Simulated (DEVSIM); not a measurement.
Device: illuminated Ge n-on-p cell, one wavelength, at 300 K.

| layer (left to right) | material | thickness (μm) | Nd (cm⁻³) | Na (cm⁻³) | τn (s) | τp (s) | absorption coefficient (cm⁻¹) |
|---|---|---|---|---|---|---|---|
| 1 | Ge | 0.590 | 7.3e17 | - | 1.8e-5 | 3.8e-6 | 59000 |
| 2 | Ge | 74.0 | - | 5.2e15 | 0.00021 | 0.00021 | 59000 |

Left contact: ohmic, minority hole recombination velocity 1e6 cm/s. Right contact: ohmic, minority electron recombination velocity 30 cm/s. Voltage is applied to the left contact. Recombination: SRH at mid-gap, radiative, Auger. Light enters at the left, 3e16 photons cm⁻² s⁻¹, one pass, no reflection. Mobility is μmin + (μ − μmin)/(1 + (N/Nref)^α).

Constants are typed, rounded textbook-type inputs, not results; the design itself was drawn at random and stands for no fabricated device. Values at 300 K.

```tsv
parameter	Ge
gap (eV)	0.664
affinity (eV)	4
permittivity	16
Nc (cm⁻³)	1.04e19
Nv (cm⁻³)	6e18
μn (cm²/Vs)	3900
μp (cm²/Vs)	1900
μn,min	150
μp,min	100
Nref,n	2.6e17
Nref,p	4e17
αn	0.56
αp	0.6
B (cm³/s)	6.4e-14
Cn (cm⁶/s)	1e-31
Cp (cm⁶/s)	1e-31
```

Simulated with DEVSIM: 1D drift-diffusion, Boltzmann statistics, complete ionisation; no tunnelling, impact ionisation, image-force lowering or self-heating.

The thickness of layer 1 was swept, all else fixed.

```json
[
 {"thickness of layer 1 (μm)": "0.12", "short-circuit current (mA/cm²)": "4.33", "dark forward voltage at 1 A/cm² (V)": "0.254", "dark forward voltage at 100 A/cm² (V)": "0.421", "share of generated pairs collected at short circuit": "0.902"},
 {"thickness of layer 1 (μm)": "0.21", "short-circuit current (mA/cm²)": "3.81", "dark forward voltage at 1 A/cm² (V)": "0.260", "dark forward voltage at 100 A/cm² (V)": "0.424", "share of generated pairs collected at short circuit": "0.794"},
 {"thickness of layer 1 (μm)": "0.35", "short-circuit current (mA/cm²)": "[?]", "dark forward voltage at 1 A/cm² (V)": "[?]", "dark forward voltage at 100 A/cm² (V)": "0.427", "share of generated pairs collected at short circuit": "[?]"},
 {"thickness of layer 1 (μm)": "0.59", "short-circuit current (mA/cm²)": "2.28", "dark forward voltage at 1 A/cm² (V)": "0.276", "dark forward voltage at 100 A/cm² (V)": "0.430", "share of generated pairs collected at short circuit": "0.474"},
 {"thickness of layer 1 (μm)": "1", "short-circuit current (mA/cm²)": "1.53", "dark forward voltage at 1 A/cm² (V)": "0.286", "dark forward voltage at 100 A/cm² (V)": "0.435", "share of generated pairs collected at short circuit": "0.318"},
 {"thickness of layer 1 (μm)": "1.8", "short-circuit current (mA/cm²)": "0.921", "dark forward voltage at 1 A/cm² (V)": "0.298", "dark forward voltage at 100 A/cm² (V)": "0.442", "share of generated pairs collected at short circuit": "0.192"},
 {"thickness of layer 1 (μm)": "2.9", "short-circuit current (mA/cm²)": "0.596", "dark forward voltage at 1 A/cm² (V)": "0.308", "dark forward voltage at 100 A/cm² (V)": "0.447", "share of generated pairs collected at short circuit": "0.124"}
]
```

Problem. Complete the blanks.

Solution. 
- 0.35, short-circuit current (mA/cm²): 3.11
- 0.35, dark forward voltage at 1 A/cm² (V): 0.268
- 0.35, share of generated pairs collected at short circuit: 0.646
